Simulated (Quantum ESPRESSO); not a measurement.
Troubleshooting Quantum ESPRESSO: a failed run on Co (P6_3/mmc, 2 atoms in the cell). The aim is a self-consistent single point with DFT, PBEsol, plane waves, PSlibrary PAW (PBE) pseudopotentials.

Cell that was meant: a = 2.4972 Å, b = 2.4972 Å, c = 4.0622 Å, α = 90.00°, β = 90.00°, γ = 120.00°.

Part of the input:

```fortran
 celldm(3) = 1.626675077556,
 nat = 2,
 ntyp = 1,
 ecutwfc = 50.0,
 ecutrho = 300,
 occupations = 'smearing',
 smearing = 'fd',
[...]
Co    58.9332  Co.pbe-n-kjpaw_psl.1.0.0.UPF
ATOMIC_POSITIONS crystal
Co    0.3333333333    0.6666666667    0.2500000000
Co    0,6666666667    0,3333333333    0,7500000000
K_POINTS automatic
14 14 8  1 1 1
```

Output (repeated stretches shortened):

```
     This program is part of the open-source Quantum ESPRESSO suite
     for quantum simulation of materials; please cite

[eval_infix.c] A parsing error occurred
helper string:
0,6666666667
error code:
Error: invalid token: ,

 %%%%%%%%%%%%%%%%%%%%%%%%%%%%%%%%%%%%%%%%%%%%%%%%%%%%%%%%%%%%%%%%%%%%%%%%%%%%%%
     Error in routine card_atomic_positions (1):
     Error while parsing atomic position card.
 %%%%%%%%%%%%%%%%%%%%%%%%%%%%%%%%%%%%%%%%%%%%%%%%%%%%%%%%%%%%%%%%%%%%%%%%%%%%%%

     stopping ...
```

Task: Read the log: what does the program object to, and what is the fix?

Result: The fault is decimal commas. The program does not read a comma as a decimal mark. To fix it, use decimal points. The program stopped before any SCF iteration.

The sound input it was made from differs as follows (other fixes are possible):
```diff
- ecutwfc = 50.0,
+ ecutwfc = 50,
-Co    0,6666666667    0,3333333333    0,7500000000
+Co    0.6666666667    0.3333333333    0.7500000000
```

With that input, the run converged in 13 iterations: free energy E − TS -4343.5086 eV; Fermi level (on the code's own zero) 13.60 eV; pressure -12.86 GPa; size of the cell's spin moment 3.23 μB; site moments (μB, in the program's spheres or projections) Co 1.68, Co 1.68 (DFT, PBEsol, plane waves, PSlibrary PAW (PBE) pseudopotentials).

On the sound input: the starting cell comes from a database of computed structures (which also holds hypothetical and non-ambient phases and stackings), without a prior relaxation at this level. Its lattice was rescaled by a random factor within 2.5 % of one. The magnetic order is the one reached from the typed start; others were not searched systematically. With a pressure of about -13 GPa the cell is away from its equilibrium volume at this level.
